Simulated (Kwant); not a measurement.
Device: Aharonov-Bohm ring in a GaN two-dimensional gas. Effective mass 0.22 mₑ, grid spacing 6.7 nm, hard walls, nominal width 80 nm (11 grid rows, so walls 80.4 nm apart), one parabolic valley, scattering region 480 nm long along x; energies count from the band bottom; Fermi energy 0.00171 eV. Ring of mean radius 120 nm, arms as wide as the leads. Perpendicular field swept from 0 to 0.55 T, none in the leads; orbital effect alone.

Constants are typed, rounded textbook-type inputs, not results; the design itself was drawn at random and stands for no fabricated device.

Model: effective-mass tight-binding model on a square grid, one spin, coherent transport at 0 K (Kwant). Conductance is in e²/h.

Density of the scattering states that come in from the left lead, at field = 0.27809 T, in bins, relative to the largest site value (x marks bins outside the device):

```
|xxxxxxxxxxxxxxx ..  .:.  ..  xxxxxxxxxxxxxxx|
|xxxxxxxxxxxxx  .--. .:. .::..  xxxxxxxxxxxxx|
|xxxxxxxxxxx             .. .:..  xxxxxxxxxxx|
|xxxxxxxxxx   .  ... .:: .:..  ::. xxxxxxxxxx|
|xxxxxxxxx       :-:..:: .:.   .::  xxxxxxxxx|
|xxxxxxxx  .. .-:..         .:.   .  xxxxxxxx|
|xxxxxxxx .  .:=-. xxxxxxxx .::   ::.xxxxxxxx|
|xxxxxxxx.:  :..  xxxxxxxxxx  .:. .:.xxxxxxxx|
|...  .:.:-. --. xxxxxxxxxxxx .--.           |
|*#=:-+%+.:= -*:xxxxxxxxxxxxxx ::.          .|
|++:++:*+.+@.=@-xxxxxxxxxxxxxx :::.          |
|+*-+*-#*.=%.=%-xxxxxxxxxxxxxx ::.           |
|*#=-=+%*-=+.:=.xxxxxxxxxxxxxx  ....:....... |
|.:.  .::-=- ..  xxxxxxxxxxxx  ......        |
|xxxxxxxx..  ..   xxxxxxxxxx  ..  .. xxxxxxxx|
|xxxxxxxx :-:.::.  xxxxxxxx      :+- xxxxxxxx|
|xxxxxxxx .-. ::...         ..   .-: xxxxxxxx|
|xxxxxxxxx   .:..-:.... ... .  -=:  xxxxxxxxx|
|xxxxxxxxxx  ::  . .:::..::... :=. xxxxxxxxxx|
|xxxxxxxxxxx    ..  . .. .. .-.   xxxxxxxxxxx|
|xxxxxxxxxxxxx  ::....:. ::  :. xxxxxxxxxxxxx|
|xxxxxxxxxxxxxxx  ...:.  ..   xxxxxxxxxxxxxxx|
```
Scale: ten equal steps from 0.005 (start of ' ') to 0.862 (end of '@'), in the order ' .:-=+*#%@'; x runs from -229 to 229, y from -147 (bottom) to 147 (top).

The conductance there is 0.54 e²/h with 2 open channel(s) in the leads.
